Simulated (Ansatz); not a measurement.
# Competing hops of interstitial Mg in diamond, charge state +2

Consider interstitial Mg in diamond, charge state +2. Level of theory: PBE, PAW (plane waves to 420 eV; Ansatz, a first-principles code).

Settings: 64 host sites, the relaxed PBE lattice, a 2×2×2 k-point mesh shifted by half a step, smearing 0.01 eV, spin-restricted, no image-charge correction. Static, classical nuclei. The host's phase is taken as given; its stability against other phases was not computed. The charge state is imposed; whether it is stable for some Fermi level was not computed. Sites that were not tried may lie lower.

| Route | Start site over the lowest site run (eV) | Hop (Å) | Forward barrier (eV) | Backward barrier (eV) | Neighbours at the start | Neighbours at the saddle | Saddle order |
|---|---|---|---|---|---|---|---|
| a direct jump of one Mg atom | 0.00 | 1.55 | 2.02 | 2.02 | 4 C at 1.73, 6 C at 1.91 Å | 6 C at 1.74 Å | first order |

Paths come from nudged elastic bands with a climbing image.
